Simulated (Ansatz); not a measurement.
A computed series for hypothetical diamond Ca: pressure series

Start from Ca in the diamond structure (space group Fd-3m, No. 227; a hypothetical phase, not in the database extracts checked).

```xyz
2
Lattice="0.0000 4.3101 4.3101 4.3101 0.0000 4.3101 4.3101 4.3101 0.0000" Properties=species:S:1:pos:R:3 pbc="T T T"
Ca     6.4652     6.4652     6.4652
Ca     4.3101     4.3101     4.3101
```

Cell and atoms are relaxed at each pressure.

All numbers come from PBE in Ansatz (plane waves to 420 eV, PAW, spin-orbit coupling left out).

Notes on the quantities. enthalpy: H = E + PV relative to the base's energy.

```tsv
change	lattice parameter a	enthalpy
base	16.290 bohr	–
pressure 0.3 GPa	15.912 bohr	+0.14 eV/atom
pressure 0.7 GPa	15.518 bohr	+0.32 eV/atom
pressure 1.5 GPa	14.851 bohr	+0.65 eV/atom
pressure 3 GPa	13.728 bohr	+1.15 eV/atom
pressure 5 GPa	12.687 bohr	+1.69 eV/atom
pressure 7.5 GPa	11.447 bohr	+2.17 eV/atom
pressure 10 GPa	11.101 bohr	+2.58 eV/atom
```

Load acts through the strain it causes; cell and atoms are relaxed under it. No phonon test of stability was made. Competing high-pressure phases were not computed.

Ansatz is an electronic-structure program.
